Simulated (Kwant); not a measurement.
Device: wire with a row of barriers in a In0.53Ga0.47As two-dimensional gas. Effective mass 0.041 mₑ, grid spacing 5 nm, hard walls, nominal width 150 nm (29 grid rows, so walls 150 nm apart), one parabolic valley, scattering region 500 nm long along x; energies count from the band bottom; Fermi energy swept from 0.0003261 to 0.0038724 eV. 2 barrier(s) across the wire, height 0.0058 eV, thickness 15 nm (about 3 grid columns), spaced by 40 nm.

The device is made up for the run: typed textbook-type constants, with dimensions and the other settings drawn at random.

Computed with Kwant: effective-mass tight-binding model on a square grid, one spin, coherent transport at 0 K. Conductance is in e²/h.

```
E (meV)        A        B        C        D        E
-------  -------  -------  -------  -------  -------
0.3261         0        0        0        0        0
0.5268   0.00074  0.00061  0.00094  0.00046  0.00040
0.7276    0.0028   0.0027   0.0032   0.0029   0.0043
0.9506    0.0074   0.0084   0.0073    0.017     0.13
1.151      0.016    0.022    0.013     0.13     0.16
1.352      0.032    0.063    0.023     0.89    0.048
1.575      0.074     0.25    0.040     0.17    0.037
1.776       0.17     0.85    0.068    0.093    0.040
1.977       0.40     0.77     0.12    0.076    0.057
2.200       0.88     0.38     0.21    0.091     0.37
2.400       0.97     0.27     0.35     0.27     0.26
2.601       0.72     0.26     0.58     0.76     0.34
2.824       0.55     0.46     0.89     0.26     0.74
3.025       0.54     1.09     1.07     0.23     1.04
3.226       0.74     0.83     1.08     0.28     0.75
3.449       1.18     0.49     1.03     0.38     0.51
3.649       1.15     0.38     1.05     0.55     0.46
3.872       0.84     0.35     1.20     0.82     0.60
```

Column A is the base. The others each differ by one change: well width 40 → 30 nm; well width 40 → 50 nm; well width 40 → 70 nm; well width 40 → 90 nm. Which is which?

B: well width 40 → 50 nm; C: well width 40 → 30 nm; D: well width 40 → 70 nm; E: well width 40 → 90 nm.
